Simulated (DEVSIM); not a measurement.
Device: Schottky contact on n-type Si, at 300 K.

```tsv
layer (left to right)	material	thickness (μm)	Nd (cm⁻³)	τn (s)	τp (s)
1	Si	1.50	1.9e16	9.6e-5	9.6e-5
```

Left contact: Schottky, work function 4.52 eV, emission velocity 8.6e6 cm/s. Right contact: ohmic. Voltage is applied to the left contact. Recombination: SRH at mid-gap, radiative. Mobility is constant in doping.

Constants are typed, rounded textbook-type inputs, not results; the design itself was drawn at random and stands for no fabricated device. Values at 300 K; Nc and Nv go as T^1.5, mobilities as T to minus their exponent, the gap by Varshni's rule with the affinity fixed.

| parameter | Si |
|---|---|
| gap (eV) | 1.124 |
| affinity (eV) | 4.05 |
| permittivity | 11.7 |
| Nc (cm⁻³) | 2.86e19 |
| Nv (cm⁻³) | 3.1e19 |
| μn (cm²/Vs) | 1417 |
| μp (cm²/Vs) | 470 |
| T exponent of μn | 2.3 |
| T exponent of μp | 2.2 |
| B (cm³/s) | 4.7e-15 |
| Varshni α (eV/K) | 0.000473 |
| Varshni β (K) | 636 |

Model (solved in DEVSIM): 1D drift-diffusion, Boltzmann statistics, complete ionisation; no tunnelling, impact ionisation, image-force lowering or self-heating. Metal contacts follow the ideal Schottky-Mott rule: no Fermi-level pinning, no interface dipoles.

The temperature was swept, all else fixed.

| temperature (K) | largest field in the device at zero bias (V/cm) | potential step across the device at zero bias (V) |
|---|---|---|
| 250 | 42000 | 0.318 |
| 300 | 39000 | 0.281 |
| 350 | 35000 | 0.242 |
| 400 | 31000 | 0.203 |
| 450 | 27000 | 0.163 |
| 500 | 22000 | 0.122 |

From the first row to the last the largest field in the device at zero bias goes from 42000 to 22000. From the first row to the last the potential step across the device at zero bias goes from 0.318 to 0.122.
